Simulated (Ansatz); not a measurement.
Fermi-surface data of Cd (P6_3/mmc)

Input:

```yaml
crystal:
  lattice:
    - [2.92719, 0.00000, 0.00000]
    - [-1.46360, 2.53502, 0.00000]
    - [0.00000, 0.00000, 5.72471]
  atoms:
    - { symbol: Cd, position: [0.33333, 0.66667, 0.25000] }
    - { symbol: Cd, position: [0.66667, 0.33333, 0.75000] }
```

The numbers are results of r2SCAN, rigid bands (plane waves, PAW, scalar-relativistic; Ansatz, a first-principles code), not measurements. Condition of this run: functional r2SCAN on the same cell. Geometry: cell and atoms relaxed with PBEsol.

```json
{
 "density of states at the Fermi level": "0.427 states/(eV·cell), both spins",
 "bare Sommerfeld coefficient": "0.50 mJ/(mol of atoms·K²)",
 "drude_plasma_energy": "8.0 (x), 8.0 (y), 8.4 (z) eV",
 "root-mean-square Fermi velocity": "1.6e6 m/s",
 "resistivity times τ": "7.7 (x), 7.7 (y), 7.0 (z) ×10⁻²² Ω·m·s"
}
```

A metal at this level (no band gap); rigid bands, thermally averaged at 300 K, both spins. Spin-orbit coupling is left out. τ is one relaxation time for all states.
